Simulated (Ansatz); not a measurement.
The parent structure is ZnSe in the zinc blende structure (space group F-43m, No. 216; a = 5.733 Å).

Now apply this change: cell and atoms relaxed at a pressure of 0.9 GPa.

All numbers come from PBE (Ansatz, a first-principles code; PAW; 420 eV plane waves; no spin-orbit coupling).

Base, band edges from the VBM (valence, conduction): X -2.06, 3.07; W -2.50, 5.39; L -0.82, 2.49; Γ 0.00, 1.15; K -1.69, 3.61; U -1.69, 3.61 eV.

**Question.** Give the band edges at the high-symmetry points of the new zone, measured from its valence-band maximum.

**Answer.** 
```json
[
 {"point": "Γ", "valence edge (eV)": "0.00", "conduction edge (eV)": "1.21"},
 {"point": "X", "valence edge (eV)": "-2.12", "conduction edge (eV)": "3.03"},
 {"point": "U", "valence edge (eV)": "-1.74", "conduction edge (eV)": "3.60"},
 {"point": "K", "valence edge (eV)": "-1.74", "conduction edge (eV)": "3.60"},
 {"point": "L", "valence edge (eV)": "-0.84", "conduction edge (eV)": "2.51"},
 {"point": "W", "valence edge (eV)": "-2.57", "conduction edge (eV)": "5.47"}
]
```

The gap is 1.21 eV, direct at Γ.

Load acts through the strain it causes; cell and atoms are relaxed under it. Whether these cells are dynamically stable was not tested.
